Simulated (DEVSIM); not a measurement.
Structure: abrupt Si n-p junction, at 400 K.

```csv
layer (left to right),material,thickness (μm),Nd (cm⁻³),Na (cm⁻³),τn (s),τp (s)
1,Si,0.820,1.8e17,-,8.5e-5,8.5e-5
2,Si,0.280,-,3.8e15,8.5e-5,8.5e-5
```

Left contact: ohmic. Right contact: ohmic. Voltage is applied to the left contact. Recombination: SRH at mid-gap, radiative, Auger. Mobility is constant in doping.

This is a model device: material constants are rounded textbook-type values typed into the input, and sizes, dopings and lifetimes were drawn at random. Values at 300 K; Nc and Nv go as T^1.5, mobilities as T to minus their exponent, the gap by Varshni's rule with the affinity fixed.

| parameter | Si |
|---|---|
| gap (eV) | 1.124 |
| affinity (eV) | 4.05 |
| permittivity | 11.7 |
| Nc (cm⁻³) | 2.86e19 |
| Nv (cm⁻³) | 3.1e19 |
| μn (cm²/Vs) | 1417 |
| μp (cm²/Vs) | 470 |
| T exponent of μn | 2.3 |
| T exponent of μp | 2.2 |
| B (cm³/s) | 4.7e-15 |
| Cn (cm⁶/s) | 2.8e-31 |
| Cp (cm⁶/s) | 9.9e-32 |
| Varshni α (eV/K) | 0.000473 |
| Varshni β (K) | 636 |

Simulated with DEVSIM: 1D drift-diffusion, Boltzmann statistics, complete ionisation; no tunnelling, impact ionisation, image-force lowering or self-heating.

Question: Tabulate band edges, carrier densities and field at zero bias.

Answer: Energies count from the Fermi level of the right contact; mesh points crowd at the junctions.

| x (μm) | Ec (eV) | Ev (eV) | n (cm⁻³) | p (cm⁻³) | field (V/cm) |
|---|---|---|---|---|---|
| 0.000 | 0.190 | -0.907 | 1.8e17 | 1.8e8 | ≈ 0 |
| 0.01342 | 0.190 | -0.907 | 1.8e17 | 1.8e8 | ≈ 0 |
| 0.03390 | 0.190 | -0.907 | 1.8e17 | 1.8e8 | ≈ 0 |
| 0.06514 | 0.190 | -0.907 | 1.8e17 | 1.8e8 | ≈ 0 |
| 0.1357 | 0.190 | -0.907 | 1.8e17 | 1.8e8 | ≈ 0 |
| 0.2205 | 0.190 | -0.907 | 1.8e17 | 1.8e8 | ≈ 0 |
| 0.3497 | 0.190 | -0.907 | 1.8e17 | 1.8e8 | ≈ 0 |
| 0.5600 | 0.190 | -0.907 | 1.8e17 | 1.8e8 | ≈ 0 |
| 0.6583 | 0.190 | -0.907 | 1.8e17 | 1.8e8 | ≈ 0 |
| 0.7228 | 0.190 | -0.907 | 1.8e17 | 1.8e8 | ≈ 0 |
| 0.7651 | 0.190 | -0.906 | 1.8e17 | 1.8e8 | 410 |
| 0.8003 | 0.200 | -0.897 | 1.3e17 | 2.4e8 | 8700 |
| 0.8159 | 0.226 | -0.871 | 6.3e16 | 5.1e8 | 28000 |
| 0.8278 | 0.264 | -0.833 | 2.1e16 | 1.5e9 | 30000 |
| 0.8500 | 0.325 | -0.771 | 3.5e15 | 9.1e9 | 26000 |
| 0.8766 | 0.390 | -0.706 | 5.3e14 | 6.0e10 | 24000 |
| 0.9150 | 0.476 | -0.620 | 4.4e13 | 7.3e11 | 21000 |
| 0.9656 | 0.576 | -0.521 | 2.5e12 | 1.3e13 | 18000 |
| 1.030 | 0.681 | -0.415 | 1.1e11 | 2.8e14 | 14000 |
| 1.061 | 0.723 | -0.373 | 3.4e10 | 9.5e14 | 13000 |
| 1.082 | 0.750 | -0.347 | 1.6e10 | 2.0e15 | 12000 |
| 1.100 | 0.771 | -0.325 | 8.5e9 | 3.8e15 | 12000 |
